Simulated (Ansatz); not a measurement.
Take MoS$_{2}$ in the 3R-MoS2 type structure (space group R3m, No. 160; a = 3.175 Å, c = 18.586 Å (hexagonal axes); layered, stacked along the Cartesian z axis) as the base.

Method: DFT with r2SCAN+rVV10, PAW potentials and a 500 eV plane-wave cutoff in Ansatz (a quantum-chemistry and plane-wave program), no spin-orbit coupling, earlier PAW set.

Before the change:

The band gap is 1.02 eV. The lattice parameter a is 3.175 Å. The c/a ratio is 5.853 and the gap character comes out as indirect, T → k = (0.167, -1/2, -0.167) in the run's primitive reciprocal basis.

Modification: full substitution Mo → Si; the structure is relaxed again.

Question: Predict the new band gap, lattice parameter a, c/a ratio and gap character.

Answer: The band gap drops by 0.69 eV (1.02 eV → 0.33 eV); the lattice parameter a grows by 0.051 Å (3.175 Å → 3.226 Å); the c/a ratio shrinks by 0.264 (5.853 → 5.589); the gap character goes from indirect, T → k = (0.167, -1/2, -0.167) in the run's primitive reciprocal basis to indirect, T → k = (0.167, 0.167, -1/3) in the run's primitive reciprocal basis.

Stability against distortions was not tested. As relaxed here, SiS2 is a hypothetical phase, not in the database extracts checked.
